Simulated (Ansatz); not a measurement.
A computed series for Pd: response to strain

Start from Pd in the fcc (Cu type) structure (space group Fm-3m, No. 225; a = 3.878 Å; relaxed with 0.1 eV smearing). Axes: x, y, z lie along the cube axes.

Strains are applied to the cell and any free atomic positions relax.

Computed with PBEsol, PAW, 420 eV (Ansatz, a program for electronic structure; no spin-orbit coupling).

Candidates:
(a) uniaxial strain ε_zz = −2.00 %
(b) uniaxial strain ε_zz = +3.00 %
(c) uniaxial strain ε_zz = −1.00 %

Notes on the quantities. energy relative to the base: free energy F.

### Question
Order them by energy relative to the base, highest first.

### Answer
(b) uniaxial strain ε_zz = +3.00 % (+9.5 meV/atom), (a) uniaxial strain ε_zz = −2.00 % (+4.7 meV/atom), (c) uniaxial strain ε_zz = −1.00 % (+1.1 meV/atom)

No phonon test of stability was made. The final runs are not spin-polarised. Pd lies near a magnetic instability that expansion can trigger; it was not tested.
